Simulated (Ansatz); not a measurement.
The parent structure is ZnCu₂SnS₄ (space group I-4, No. 82; a = 5.414 Å, c = 10.822 Å).

Method: r2SCAN (Ansatz, a program for electronic structure, PAW, spin-orbit coupling left out).

Base values:

The valence-band top at Γ is 0.00, -0.07, -0.07 eV. The band gap is 0.47 eV.

Perturbation: a hydrostatic pressure of 3 GPa.

Problem. Estimate the effect on the valence-band top at Γ.

Solution. The valence-band top at Γ (three highest levels, from the VBM) goes from 0.00, -0.07, -0.07 eV to 0.00, -0.06, -0.06 eV.

Problem. Predict the new band gap.

Solution. The band gap goes up by 0.11 eV, from 0.47 eV to 0.58 eV.

Load acts through the strain it causes; cell and atoms are relaxed under it. No phonon test of stability was made. All final runs are without spin polarisation.
